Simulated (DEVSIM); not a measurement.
Device: abrupt GaP p-n junction, at 300 K.

Layer 1 from the left is GaP, thickness (μm) 0.270, Na (cm⁻³) 6.9e18, τn (s) 5.7e-7, τp (s) 5.7e-7. Layer 2 from the left is GaP, thickness (μm) 110, Nd (cm⁻³) 1.9e17, τn (s) 5.7e-7, τp (s) 5.7e-7.

Left contact: ohmic. Right contact: ohmic. Voltage is applied to the left contact. Recombination: SRH at mid-gap. Mobility is μmin + (μ − μmin)/(1 + (N/Nref)^α).

This is a model device: material constants are rounded textbook-type values typed into the input, and sizes, dopings and lifetimes were drawn at random. Values at 300 K.

GaP: gap (eV) 2.26, affinity (eV) 3.8, permittivity 11.1, Nc (cm⁻³) 1.8e19, Nv (cm⁻³) 1.9e19, μn (cm²/Vs) 250, μp (cm²/Vs) 150, μn,min 10, μp,min 10, Nref,n 4.4e18, Nref,p 1e18, αn 0.8, αp 0.85.

DEVSIM, 1D drift-diffusion, Boltzmann statistics, complete ionisation; no tunnelling, impact ionisation, image-force lowering or self-heating.

Dark forward current:

```csv
|V| (V),|J| (A/cm²)
0.75,2.265e-13
0.80,6.027e-13
0.85,1.619e-12
0.90,4.385e-12
0.95,1.184e-11
1.00,3.182e-11
1.05,8.582e-11
1.10,2.327e-10
1.15,6.316e-10
1.20,1.714e-9
1.25,4.674e-9
1.30,1.283e-8
1.35,3.558e-8
1.40,1.010e-7
1.45,3.010e-7
1.50,9.895e-7
1.55,3.828e-6
1.60,1.811e-5
1.65,0.0001019
1.70,0.0006388
1.75,0.004230
1.80,0.02867
1.85,0.1948
1.90,1.261
1.95,6.444
2.00,20.28
```

**Question.** Work out the local ideality factor n = ΔV / (kT/q · ln(J2/J1)) between the rows 0.75 and 0.80 V, 1.80 and 1.85 V, 1.95 and 2.00 V.

**Answer.** kT/q = 25.85 mV. From 0.75 to 0.80 V: ln(6.027e-13/2.265e-13) = 0.979, n = 1.98, near the 2 of recombination in the depletion region. From 1.80 to 1.85 V: ln(0.1948/0.02867) = 1.916, n = 1.01, near the 1 of diffusion or emission over a barrier. From 1.95 to 2.00 V: ln(20.28/6.444) = 1.146, n = 1.69; the layers' resistance at their doping, Σ W/(qμN) = 0.0016 Ω cm², would take 22 mV of this step of 50 mV.

**Question.** Estimate the current at 1.75 V from the Shockley equation with J0 = Σ q ni² D/(N L) coth(W/L), τ joining the SRH, radiative and Auger lifetimes that are on, and W taken as the whole layer.

**Answer.** ni² = 3.67 cm⁻⁶; electrons in the p layer: μ = 109 cm²/Vs, D = 2.81 cm²/s, τ = 5.70e-7 s, L = 12.7 μm, W/L = 0.021, term 8.87e-33 A/cm²; holes in the n layer: μ = 123 cm²/Vs, D = 3.17 cm²/s, τ = 5.70e-7 s, L = 13.4 μm, W/L = 8.2, term 7.30e-33 A/cm². J0 = 1.62e-32 A/cm², and J = J0 exp(qV/kT) = 0.00407 A/cm². The simulation gives 0.00423 A/cm²; the estimate lies 3.8 % below. The estimate leaves out recombination in the depletion region and that region's share of W.
